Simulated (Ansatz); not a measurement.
System: LaAlHO₂ (model structure, started from the SrVO2H type, P4/mmm, No. 123, 5 atoms in the cell). Method: LDA (Ansatz, a first-principles code, PAW).

Settings: plane-wave cutoff 520 eV, 14×14×16 k mesh (along the axes of the cell as run), Fermi–Dirac smearing 0.05 eV, scalar-relativistic PAW data made under PBE.

Cell (relaxed at this level):

```yaml
crystal:
  lattice:
    - [3.74187, 0.00000, 0.00000]
    - [0.00000, 3.74187, 0.00000]
    - [0.00000, 0.00000, 3.78319]
  atoms:
    - { symbol: La, position: [0.50000, 0.50000, 0.50000] }
    - { symbol: Al, position: [0.00000, 0.00000, 0.00000] }
    - { symbol: O, position: [0.50000, 0.00000, 0.00000] }
    - { symbol: O, position: [0.00000, 0.50000, 0.00000] }
    - { symbol: H, position: [0.00000, 0.00000, 0.50000] }
```

Q: Predict the bulk modulus B0.

A: 
- bulk modulus B0 = 150 GPa

The run finds no gap.

Note: the bulk modulus is −V dP/dV from two relaxed cells at ±2 % in volume; the relaxation could raise the start's symmetry but not lower it, so the cell can be a saddle point.

Spin–orbit coupling is not included; it can open a gap where bands touch, and shift volumes and moduli.

The computed numbers hold no vibrational or temperature effects.

It cost very roughly 4 core-minutes of CPU time.

A model structure was made by putting elements into a prototype or built by hand; it is no filed structure, need not be a known phase, and can be a saddle point held by its symmetry.
